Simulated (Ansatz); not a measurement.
The starting structures come from a database of crystals and need not be the phases stable at ambient conditions.

The decay constant κ of evanescent states in the gap governs leakage through a thin film.

```xyz
10
Lattice="8.0217 0.0000 0.0000 0.0000 8.3834 0.0000 4.0108 0.0000 5.8251" Properties=species:S:1:pos:R:3 pbc="T T T"
Cs     4.0108     6.8747     0.9375
Cs     8.0217     2.6830     4.8876
Cs     8.0217     4.5505     1.1379
Cs     4.0108     0.3588     4.6873
Se    10.1425     5.5878     3.9172
Se     1.8900     1.3962     1.9080
Se     5.9008     5.5878     3.9172
Se     6.1317     1.3962     1.9080
Se     8.0217     0.0426     2.4210
Se     4.0108     4.2343     3.4041
```

Space group of this cell: Cmc2_1. The cell is taken as given.

Transport runs along the normal of the first two printed cell vectors.

The gap is the functional's own. No spin-orbit coupling. Mid-gap values are interpolated on the energy grid.

Q: Estimate the band gap and the smallest decay constant κ at mid-gap that r2SCAN (Ansatz, an electronic-structure program) returns for this system.

A: Gap 1.07 eV on a 6×4×6 mesh; κ = 0.400 1/Å, at the zone centre.
